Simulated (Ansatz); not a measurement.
A periodic model of amorphous Hf18O41P2:

```xyz
61
Lattice="9.3813 0.0123 0.1072 0.0123 9.4217 0.0772 0.1072 0.0772 8.9212" Properties=species:S:1:pos:R:3 pbc="T T T"
Hf     8.3671     3.5982     7.4006
Hf     4.5502     6.6391     3.2743
Hf     4.5694     4.6386     5.8673
Hf     7.1460     9.3411     8.6172
Hf     2.9034     3.3236     2.3732
Hf     5.2881     2.8509     8.7448
Hf     7.7658     6.2556     5.4644
Hf     3.4373     8.1141     6.8274
Hf     0.1562     2.9734     3.9480
Hf     5.8680     6.1398     8.9049
Hf     0.2331     7.1455     8.4409
Hf     9.1739     9.3983     6.0060
Hf     2.8154     0.2258     3.9524
Hf     1.3224     1.3292     0.3336
Hf     6.1988     3.9908     3.0004
Hf     3.9530     8.8782     0.9973
Hf     5.9043     1.3948     5.7645
Hf     2.1693     4.5484     8.0648
O      0.7353     2.8591     8.0254
O      4.0908     6.7341     5.5059
O      2.7524     0.0758     8.3038
O      4.8608     2.8990     1.9407
O      6.8457     4.1422     8.9650
O      5.8816     3.2402     4.8767
O      4.6496     2.6333     6.8602
O      2.2702     5.0879     1.3751
O      4.4276     8.7040     3.0949
O      6.0665     5.7184     1.9724
O      4.2618     0.2634     5.4950
O      9.2796     0.6935     3.8141
O      2.4311     2.1847     4.0359
O      2.6111     4.3677     6.2077
O      4.3576     4.8839     8.1407
O      2.3690     6.9611     3.1725
O      0.9492     4.9021     3.4110
O      7.9238     9.4102     1.8351
O      4.2009     6.9283     1.2003
O      6.7419     0.7990     3.8849
O      7.5546     7.3917     8.9483
O      1.7864     8.8909     5.5900
O      9.0644     7.3786     6.5633
O      5.4281     0.7558     0.5234
O      2.9401     2.7261     0.2652
O      8.0692     8.0590     4.1297
O      7.9815     3.2441     2.9783
O      0.9786     2.5591     1.9572
O      2.1912     6.7969     7.8778
O      6.5737     5.6183     6.8904
O      3.9647     4.6504     3.6476
O      6.1762     5.7733     4.3308
O      7.1622     9.2537     6.5483
O      9.3262     9.4562     8.2796
O      8.6762     4.4939     5.5387
O      5.1274     8.1136     8.0463
O      6.9861     1.9918     7.6805
O      9.4686     5.2167     8.2161
O      0.4085     6.7576     1.6090
O      2.3497     0.3310     1.9138
O      8.9707     2.0418     5.9052
P      1.4570     5.9787     2.4142
P      7.9354     9.4306     3.3580
```

All values below come from PBE, scalar-relativistic without spin-orbit coupling (plane waves to 420 eV, PAW; Ansatz, a program for electronic structure).

A CHGNet melt-quench gave the starting glass, which DFT then relaxed. O atoms were pushed apart under 1.9 Å during the dynamics, to hinder bonds among them. The hot cell started wider than the set density and was brought back towards it in steps. It is the lowest in DFT energy of 2 quenches. It is a model cell: composition and starting density were chosen by hand, and all elements were melted together. No dispersion term was used. Its density started from a set value of 8.17 and ended at 8.28 g/cm³. The simulated quench (nominally 450 K/ps over its main leg) is rapid and tends to freeze in more defects than a deposited or slowly cooled glass has. Values belong to this one cell and scatter from quench to quench. Volume and shape were free in the relaxation. On a 2×2×2 Γ-centred mesh force components of up to 0.12 eV/Å stay, since the relaxation ran on the zone centre alone.

Bonds are counted up to Hf-Hf 3.34 Å, Hf-O 2.60 Å, Hf-P 2.85 Å, O-O 1.58 Å, O-P 2.08 Å, P-P 2.50 Å. Two cations that share two anions don't count as bonded, nor two that share one unless they lie closer than Hf-Hf 3.25 Å, Hf-P 2.77 Å, P-P 2.29 Å.

Task: Give the coordination numbers, mean bond lengths and angles.

Result: 
```yaml
Mean coordination of Hf by anions: 6.39 (2 with 5, 8 with 6, 7 with 7, 1 with 8)
Mean coordination of O: 3.00 (7 with 2, 27 with 3, 7 with 4)
Mean coordination of P by anions: 4.00 (2 with 4)
Mean Hf-O bond: 2.151 Å (spread 0.124 Å, 115 counted)
Mean O-P bond: 1.560 Å (spread 0.029 Å, 8 counted)
Bond angle at Hf: mean 102.4°, spread 29.5°
Bond angle at O: mean 114.2°, spread 17.6°
Bond angle at P: mean 109.3°, spread 5.7°
```

Task: List the pairs of like atoms that count as bonded by the rules above.

Result: There are none by these rules.
